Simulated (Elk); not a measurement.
Band structure of TaS2 (R-3m, 3 atoms in the cell).

```xyz
3
Lattice="1.6917 0.9767 6.3514 -1.6917 0.9767 6.3514 0.0000 -1.9534 6.3514" Properties=species:S:1:pos:R:3 pbc="T T T"
Ta     0.0000     0.0000     0.0000
S      0.0000     0.0000    14.2169
S      0.0000     0.0000     4.8374
```

Method: PBEsol, all-electron FP-LAPW, Elk's shipped species files, APW+lo basis with extra local orbitals (Elk 10.2.4).

Settings: xctype = 22; rgkmax = 7.5; stype = 0; swidth = 0.00367493 Ha; ngridk = 8 8 8; gmaxvr = 16 1/bohr; nxlo = 2; lorbcnd = true; rmtscf = 0.88; lmaxi = 2; maxscl = 100.

The starting cell comes from a database of computed structures (which also holds hypothetical and non-ambient phases and stackings), without a prior relaxation at this level. Spin-orbit coupling is off. Spin polarisation is off. Values depend on the basis (sphere radii, cutoffs, local orbitals), which need not be converged.

Levels in eV from the Fermi level, bands 16 to 23:
```csv
point,16,17,18,19,20,21,22,23
B,-5.01,-3.83,-3.44,-3.07,1.18,1.44,1.97,4.28
Z,-3.87,-3.20,-0.75,-0.75,0.10,0.10,0.90,4.12
Γ,-3.89,-1.67,-0.68,-0.68,0.09,0.09,0.22,4.06
X,-5.14,-3.75,-3.50,-3.11,1.20,1.60,1.82,4.18
```

No band crosses the Fermi level by more than 0.03 eV along this path.
